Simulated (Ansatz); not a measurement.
The reference is Na in the bcc (W type) structure (space group Im-3m, No. 229; a = 4.199 Å; relaxed with 0.1 eV smearing).

Level of theory: Kohn–Sham DFT with the PBE functional, run in Ansatz (a quantum-chemistry and plane-wave program) with PAW and 420 eV plane waves, no spin-orbit coupling.

For the base:

```
Property   Result
--------  -------
Pressure  0.0 GPa
```

It is then changed as follows: an isotropic linear strain of −2.00 %, atoms relaxed at fixed cell.

Task: Predict the new pressure.

Result: The pressure goes from zero to 0.5 GPa.

Task: Estimate the effect on the energy relative to the base.

Result: The energy rises by 3.4 meV/atom.

Whether these cells are dynamically stable was not tested.
